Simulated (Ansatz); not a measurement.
Worked example: self-consistent single point of the (001) slab of La2O3 (cut from a parent of space group no. 164; 10 atoms in the cell) in Ansatz (an electronic-structure program).

Method: PBE, PAW files (plane waves; Ansatz).

```xyz
10
Lattice="3.9597 0.0000 0.0000 -1.9799 3.4292 0.0000 0.0000 0.0000 24.5101" Properties=species:S:1:pos:R:3 pbc="T T T"
La     0.0000     2.2861    10.6964
La     1.9799     1.1431     7.6530
O      0.0000     0.0000     9.1747
O      0.0000     2.2861     7.0000
O      1.9799     1.1431    11.3494
La     0.0000     2.2861    16.8570
La     1.9799     1.1431    13.8137
O      0.0000     0.0000    15.3354
O      0.0000     2.2861    13.1606
O      1.9799     1.1431    17.5101
```

Reference input (self-consistent single point, DFT, PBE, plane waves, PAW files): basis.ecutwfc = 420 eV; kpoints.mp_grid.grid = 7 7 1; hamiltonian.xc = pbe; hamiltonian.pseudopotentials = {kind: paw} (the program's default PAW files); scf.occupations.method = fermi_dirac; scf.occupations.width = 0.05 eV. This run's input differs from it in these lines:

Ansatz 0.2 input:
```diff
@@ -20,3 +20,3 @@
   mp_grid:
-    grid: [7, 7, 1]
+    grid: [5, 5, 1]
 hamiltonian:
```

Output (repeated stretches shortened):

```
SCF iter   1: F=—  HF=-28437.689319 eV  |F-HF|=—  |Δ(HF+E_count)|=         —  Δρ=1.14e-1  dr2=5.37e1  ethr=3.10e-3  ⟨swp⟩=7.6  Hψ=1243  notcnv=0
all-band conjugate gradients solve this SCF's bands
preconditioner: auto → Resta (q_TF=auto, 2.151 Å⁻¹)
SCF iter   2: F=—  HF=-28426.605566 eV  |F-HF|=—  |Δ(HF+E_count)|=    1.11e1  Δρ=8.03e-2  dr2=1.40e1  ethr=3.10e-3  ⟨swp⟩=9.8  Hψ=1035  notcnv=0  defer=26
   [... lines left out ...]
SCF iter   9: F=—  HF=-28423.860180 eV  |F-HF|=—  |Δ(HF+E_count)|=   3.80e-5  Δρ=1.83e-4  dr2=1.65e-4  ethr=1.10e-6  ⟨swp⟩=2.4  Hψ=326  notcnv=0  defer=18
SCF iter  10: F=—  HF=-28423.860154 eV  |F-HF|=—  |Δ(HF+E_count)|=   2.53e-5  Δρ=1.81e-5  dr2=1.40e-6  ethr=2.06e-7  ⟨swp⟩=2.8  Hψ=377  notcnv=0  defer=18
SCF iter  11: F=—  HF=-28423.860328 eV  |F-HF|=—  |Δ(HF+E_count)|=   1.73e-4  Δρ=7.51e-6  dr2=2.81e-7  ethr=1.74e-9  ⟨swp⟩=2.4  Hψ=455  notcnv=0  defer=18
SCF iter  12: F=-28423.860328 eV  HF=-28423.860328 eV  |F-HF|=8.02e-9  |Δ(HF+E_count)|=   3.63e-8  Δρ=1.88e-6  dr2=2.10e-8  ethr=1.25e-10  ⟨swp⟩=35.6  Hψ=2349  notcnv=0
SCF 1 converged in 12 iterations: F = -28423.860328 eV  dr2 = 2.10e-8
Free energy (F): -28423.860328 eV
Internal energy: -28423.860328 eV  (E = F + TS)
E sigma→0 (E₀):  -28423.860328 eV
Fermi energy:    3.789908 eV
--- Forces (eV/Å), atoms counted from 1 ---
  atom   1  La     0.00000000     0.00000000    -0.03362884
  atom   2  La    -0.00000000    -0.00000000    -0.31814631
  atom   3  O      0.00000000     0.00000000     0.08417359
  atom   4  O      0.00000000    -0.00000000     0.28306380
  atom   5  O      0.00000000     0.00000000     0.04884675
  atom   6  La     0.00000000     0.00000000     0.31814631
  atom   7  La    -0.00000000    -0.00000000     0.03362884
  atom   8  O     -0.00000000    -0.00000000    -0.08417359
  atom   9  O      0.00000000    -0.00000000    -0.04884675
  atom  10  O      0.00000000     0.00000000    -0.28306380
--- Stress (GPa, compression-positive) ---
       -3.298474      -0.000000      -0.000000
       -0.000000      -3.298474       0.000000
       -0.000000       0.000000      -0.265196
  P = ⅓ Tr σ = -2.2874 GPa (-22.874 kbar)
  The stress holds the Pulay correction. Without it, at fixed plane waves, as pw.x and ABINIT print it: P = -2.4151 GPa
```

The run converged in 12 iterations. Against the reference run the free energy is nearly the same (within 1 meV/atom), the largest force stays at 0.318 eV/Å and the gap on the mesh goes from 3.980 to 3.995 eV.

The starting cell has typed, rounded lattice constants, without a prior relaxation at this level. The slab is cut from that crystal, and its faces are unrelaxed. Its lattice was rescaled by up to half a per cent. Spin polarisation is off, though cut faces can carry moments; a gap of a slab can lie between surface states. Another mesh or the band path of this cell gives a smaller gap, so this value is not converged in the mesh.
